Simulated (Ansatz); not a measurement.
Data:

```
TaGe2
1.0
    0.00000     3.09446     3.09446
    3.09446     0.00000     3.09446
    3.09446     3.09446     0.00000
Ta Ge
1 2
Direct
  0.00000   0.00000   0.00000
  0.25000   0.25000   0.25000
  0.75000   0.75000   0.75000
```

No spin polarisation.

A single point on hypothetical fluorite TaGe2, its geometry relaxed with PBEsol.

Level of theory: r2SCAN (Ansatz, a quantum-chemistry and plane-wave program; PAW; 500 eV plane waves; no spin-orbit coupling). Γ-centred 13×13×13 mesh, Fermi–Dirac width 0.05 eV.

**Question.** Predict the band gap.

**Answer.** Zero.

**Question.** Predict the pressure.

**Answer.** 2.2 GPa.

Single points use the geometry relaxed with PBEsol. Whether these cells are dynamically stable was not tested. The final runs are not spin-polarised. The cell is TaGe2 in the fluorite structure (space group Fm-3m, No. 225; a hypothetical phase, not in the database extracts checked). TaGe2 has a high density of states at the Fermi level and may be magnetic at this level.
